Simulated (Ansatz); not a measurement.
The reference is C (space group Ia-3, No. 206; a = 4.4487 Å; a hypothetical phase, not in the database extracts checked). Axes: x, y, z lie along the cube axes.

It is then changed as follows: uniaxial stress, 1 GPa compression along x; all other stress components relax to zero.

Levels (all Ansatz, a first-principles code, PAW): PBEsol (420 eV, spin-orbit coupling left out); r2SCAN (500 eV, without spin-orbit coupling); HSE06 (420 eV, no spin-orbit coupling).

At the geometry relaxed with PBEsol, these levels gave the following band gaps, in shuffled order: (a) 2.55 eV, (b) 2.29 eV, (c) 3.48 eV.

Question: Match each gap to its level.

Answer: (a) r2SCAN; (b) PBEsol; (c) HSE06.

Single points use the geometry relaxed with PBEsol. The hybrid gap comes from the SCF mesh plus the semilocal run's edge points and a few special points and is an upper bound. Load acts through the strain it causes; cell and atoms are relaxed under it. Beyond what the load breaks, stability against distortions was not tested.
